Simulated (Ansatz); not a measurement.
# Effect of tensor shear ε_xz = +0.78 % on Sn

Take Sn in the diamond structure (space group Fd-3m, No. 227; a = 6.5667 Å) as the base. Axes: x, y, z lie along the cube axes.

Modification: tensor shear ε_xz = +0.78 % (engineering shear γ = 0.0156); the atoms relax in the strained cell.

Calculations: Ansatz (an electronic-structure program) r2SCAN, without spin-orbit coupling. k-mesh 12×12×12 (Γ-centred); smearing 0.05 eV (Fermi–Dirac).

| quantity | base | changed | shift |
|---|---|---|---|
| volume per atom | 35.40 Å³ | 35.39 Å³ | -0.002 Å³ |
| space group | Fd-3m (No. 227) | Imma (No. 74) | – |
| energy relative to the base (free energy F) | 0 meV/atom | +0.8 meV/atom | +0.8 meV/atom |
| band gap | zero | zero | – |
| stress (xx, yy, zz, yz, xz, xy; compression positive) (rough) | – | (0.0, 0.0, 0.0, 0.0, -0.5, 0.0) GPa | – |

Final structure:

```xyz
2
Lattice="0.0256 3.2834 3.2834 3.3090 0.0000 3.3090 3.2834 3.2834 0.0256" Properties=species:S:1:pos:R:3 pbc="T T T"
Sn     1.6545     1.6334     1.6545
Sn     0.0000     0.0083     0.0000
```

Without a gap, meshes like the base's 12×12×12 leave anisotropic stresses uncertain by several tenths of a GPa, and small strain energies with them. Whether these cells are dynamically stable was not tested.
